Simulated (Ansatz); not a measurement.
An ideal cubic perovskite cell is held by its symmetry; such compounds can tilt or shift off centre at room temperature. The starting structures come from a database of crystals and need not be the phases stable at ambient conditions.

Inside the gap of an insulator the Bloch states are evanescent, with a wavenumber k + iκ along the transport direction.

Here is the system:

```
CELL_PARAMETERS angstrom
      6.83265     0.00000     0.00000
     -3.41632     5.91724     0.00000
      3.41632     1.97241     2.78942
ATOMIC_POSITIONS crystal
  Cs 0.00000 0.50000 0.50000
  Pb 0.00000 0.00000 0.00000
  F  0.50000 0.50000 0.50000
  F  0.50000 0.00000 0.50000
  F  0.00000 0.00000 0.50000
```

The cell is taken as given.

Transport runs along the normal of the first two printed cell vectors, the (111) plane of the conventional cell.

No gap correction and no spin-orbit coupling; mid-gap is the computed energy nearest the middle.

Q: Predict the band gap and the smallest decay constant κ at mid-gap from PBEsol (Ansatz, an electronic-structure program).

A: Gap 2.67 eV on a 12×12×12 mesh; κ = 0.234 1/Å, at the zone centre.
